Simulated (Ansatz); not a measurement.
**Ir: stress against strain**

Ir (fcc, Fm-3m, 14.058 Å³/atom at rest) under an equal strain ε in the (111) plane with the normal axis free, as in a coherent film. PBEsol in Ansatz, a plane-wave DFT program (PAW, default set), 420 eV, 29×29×29 Γ-centred mesh, Fermi-Dirac smearing 0.10 eV; ions are relaxed within the symmetry of each cell. Stress is positive for a compressed cell.

Here s stands for strain and y for stress xx.

```
strain (%)  stress xx (GPa)
----------  ---------------
-1.25                 11.64
-0.83                  7.52
-0.42                  3.71
0.00                   0.00
0.42                  -3.51
0.83                  -6.76
1.25                  -9.91
2.50                      ?
```

Fit y against s with a straight line, and predict the withheld value at s = 2.50.

Means: s 0, y 0.384. About the means, the sum of products is -41.822 and the sum of squares of s is 4.8556; the slope is their ratio. Least squares gives y = 0.384 - 8.6132·s. Residuals (row less fit): 0.489, -0.013, -0.292, -0.384, -0.276, 0.005, 0.473; standard error 0.393 (degrees of freedom: 5). The slope gives the biaxial elastic modulus of this plane = 861 ± 18 GPa. At the withheld row, y = 0.384 - 8.6132 × 2.50 = -21.149 GPa. The calculation gives -18.28 GPa, 2.869 GPa above the prediction (9.6 % of the range of y in the table). The row lies outside the fitted rows, so this is an extrapolation. From the scatter of the fitted rows alone, a prediction at this place has a standard error of 0.613 GPa, so the miss is 4.7 times that.

One order more, fitted to all 13 runs of the series, follows each within 0.08, so the miss is the next term of a smooth law. In a metal these values are sensitive to mesh and smearing; energies are taken to zero smearing, stresses follow the free energy. Rows are the converged runs of the series near zero and its far end; series whose fitted rows scatter by over a few per cent of the range, as at a crossing or softening among them, aren't shown in this form. Most that stay on the fit to the last digits aren't either.
